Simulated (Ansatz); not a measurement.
We consider LaBr3 (P6₃/m, No. 176), described by HSE06+SOC in Ansatz (PAW).

Settings: plane-wave cutoff 460 eV, 3×3×6 k mesh (along the axes of the cell as run), Fermi–Dirac smearing 0.01 eV, PAW data made under PBE.

Cell (measured lattice):

```yaml
crystal:
  lattice:
    - [3.98240, -6.89772, 0.00000]
    - [3.98240, 6.89772, 0.00000]
    - [0.00000, 0.00000, 4.51190]
  atoms:
    - { symbol: La, position: [0.33333, 0.66667, 0.25000] }
    - { symbol: La, position: [0.66667, 0.33333, 0.75000] }
    - { symbol: Br, position: [0.38506, 0.29878, 0.25000] }
    - { symbol: Br, position: [0.08628, 0.38506, 0.75000] }
    - { symbol: Br, position: [0.70122, 0.08628, 0.25000] }
    - { symbol: Br, position: [0.61494, 0.70122, 0.75000] }
    - { symbol: Br, position: [0.91372, 0.61494, 0.25000] }
    - { symbol: Br, position: [0.29878, 0.91372, 0.75000] }
```

Problem. Predict the band gap.

Solution. 
* **band gap**: 4.45 eV (direct)

Measured, for comparison: band gap 5.9 eV (temperature not stated, not corrected to a static lattice, literature value; as tabulated in Przystupa et al. (2023), doi:10.3390/ma16145085). Computed (rounded) less measured: band gap -1.45 eV.

Note: cell and atoms aren't relaxed at this level (largest force component 0.04 eV/Å, pressure 0.6 GPa).

Ansatz is a program for electronic structure.
